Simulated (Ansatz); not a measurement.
Consider a periodic stack without vacuum, hcp Ti (0 0 1) on wurtzite ZnO (1 1 0) (film strained to the substrate, faces as cut): substrate slab Zn16O16, film Ti16, surface cells [[0, 1], [-1, 0]] and [[-2, 0], [-1, -2]], film strained by -3.4 and +4.0 %, faces OZn/OZn and Ti/Ti as cut (like faces can put a slab off its formula). Its start:

```xyz
48
Lattice="5.6802 0.0000 -0.0236 0.0000 5.2938 -0.0679 -2.4672 -0.7519 22.7918" Properties=species:S:1:pos:R:3 pbc="T T T"
Zn     5.4041     2.0737     0.8356
Zn     2.9626    -0.5610     0.8635
O      5.0830     4.1872     0.9804
O      3.3162     1.5473     1.0152
Zn     2.3329     2.2533     2.6096
Zn     0.4004    -0.3980     2.6504
O      2.2799     4.2445     2.6255
O      0.4555     1.5940     2.6689
Zn     5.1720     2.3022     4.2396
Zn     3.2639    -0.3450     4.2768
O      5.1585     4.3063     4.2394
O      3.2772     1.6593     4.2758
Zn     2.3381     2.3370     5.9047
Zn     0.4411    -0.3101     5.9487
O      2.3398     4.3447     5.8924
O      0.4411     1.6974     5.9320
Zn    -0.4900     2.3666     7.5741
Zn     3.2955    -0.2799     7.5904
O     -0.4874     4.3734     7.5488
O      3.2926     1.7271     7.5582
Zn     2.3654     2.3932     9.2157
Zn     0.4603    -0.2537     9.2641
O      2.3546     4.3967     9.1745
O      0.4713     1.7499     9.2146
Zn    -0.4533     2.4178    10.8623
Zn     3.3004    -0.2354    10.8806
O     -0.5021     4.4075    10.8233
O      3.3497     1.7564    10.8291
Zn     2.6688     2.3495    12.6261
Zn     0.1959    -0.2867    12.6923
O      2.3108     4.4256    12.4368
O      0.5543     1.7857    12.4761
Ti     0.4713     2.1554    14.3501
Ti     3.4832     2.0519    15.0430
Ti    -0.5997     4.7221    15.0503
Ti     2.4186     4.7650    14.3131
Ti    -0.6245     3.0442    17.0608
Ti     2.0419     3.3863    16.8293
Ti     3.5992     0.4575    17.1316
Ti     0.9870     0.7314    16.7727
Ti     1.0232     2.2227    19.3762
Ti    -1.9826     2.6001    19.2170
Ti    -0.5482     5.1797    19.0534
Ti     2.1227     4.9277    19.4409
Ti    -0.2749     3.6527    21.1550
Ti     2.7230     3.6758    21.8821
Ti    -1.8924     0.9792    21.2347
Ti     0.7728     1.0479    21.9097
```

The start was prepared with a machine-learned potential, and the result is one local minimum, with the in-plane cell held and forces under 0.04 eV/Å; the film can end far from its bulk form.

Method: PBE (plane waves to 420 eV, PAW; Ansatz, an electronic-structure program). Spin–orbit coupling is left out; the runs are not spin-polarised; PBE gaps are too small against experiment. Its k-point mesh 5×5×1, Fermi–Dirac width 0.05 eV.

Task: Predict the relaxed interface.

Result: 
| Quantity | Value |
|---|---|
| interface area | 30.1 Å² |
| period | 22.84 Å |
| gaps between the outermost planes at the two interfaces | 1.59 and 1.60 Å |
| Ti–Zn contacts across the interfaces within 1.22 times the sum of covalent radii | 12, mean 2.72 Å |
| O–Ti contacts across the interfaces within 1.22 times the sum of covalent radii | 4, mean 1.87 Å |
| estimate of the barrier | withheld, since the Fermi level falls at or inside a band of the host, which a slab this thin can't settle |
